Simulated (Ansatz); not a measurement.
Consider Rh in the fcc (Cu type) structure (space group Fm-3m, No. 225; a = 3.7551 Å; relaxed with 0.1 eV smearing).

Method: Kohn–Sham DFT with the LDA functional, run in Ansatz (a program for electronic structure) with PAW and 420 eV plane waves, no SOC.

For the base:

| Property | Result |
|---|---|
| Pressure | 0.0 GPa |

One thing is altered: every lattice vector is stretched by 0.50 %; the atoms relax in the strained cell.

Q: What happens to the energy relative to the base and pressure?

A: The energy rises by 2.9 meV/atom; the pressure goes from zero to -4.5 GPa.

No phonon test of stability was made. All final runs are without spin polarisation.
